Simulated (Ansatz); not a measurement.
C (model structure, I4/mmm, No. 139) was calculated with G0W0@PBEsol (hard PAW, contour deformation; Ansatz, a program for electronic structure).

The same calculation (at the PBEsol cell, 5.928 Å³/atom) with different numerical settings; throughout: k mesh 2×2×2:

| run | response cutoff (eV) | empty bands | quasiparticle gap on the mesh (eV) | quasiparticle gap at Γ (eV) | rough time |
|---|---|---|---|---|---|
| 1 | 100 | 99 | 5.276 | 6.719 | under 3 core-s |
| 2 | 150 | 182 | 5.438 | 6.820 | 5 core-s |
| 3 | 200 | 280 | 5.519 | 6.876 | 8 core-s |
| 4 | 250 | 391 | 5.559 | 6.903 | 20 core-s |
| 5 | 300 | 514 | 5.582 | 6.916 | 30 core-s |
| 6 | 400 | 791 | 5.604 | 6.928 | 50 core-s |

In the column quasiparticle gap on the mesh (eV) the first row differs from the last by -0.328 and the next to last by -0.022.

The last row is no converged limit: other settings stay fixed.

A model structure was made by putting elements into a prototype or built by hand; it is no filed structure, need not be a known phase, and can be a saddle point held by its symmetry.
